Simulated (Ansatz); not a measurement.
The parent structure is C in the diamond structure (space group Fd-3m, No. 227; a = 3.554 Å).

Calculations: PBEsol (Ansatz, a program for electronic structure; PAW; 420 eV plane waves; without spin-orbit coupling).

Strains are applied to the cell and any free atomic positions relax.

One change was made to it. Results:

| quantity | base | after |
|---|---|---|
| pressure | 0.0 kbar | -239.5 kbar |
| hole mass (degenerate bands, along [100]) | 0.29, 0.29, 0.52 mₑ (at Γ) | 0.30, 0.30, 0.50 mₑ (at Γ) |
| energy relative to the base (free energy F) | 0 meV/atom | +27 meV/atom |
| band gap | 4.03 eV | 3.91 eV |

Task: What was done to the base?
A. isotropic strain +0.50 %
B. isotropic strain −3.00 %
C. isotropic strain +2.00 %
D. isotropic strain +3.00 %
E. isotropic strain +1.50 %

Result: C, isotropic strain +2.00 %. For comparison, the energy relative to the base in the other runs: isotropic strain +0.50 % gives +1.7 meV/atom; isotropic strain +3.00 % gives +59 meV/atom; isotropic strain −3.00 % gives +69 meV/atom; isotropic strain +1.50 % gives +15 meV/atom.

Effective masses come from finite differences of ±0.01 Å⁻¹. No phonon test of stability was made.
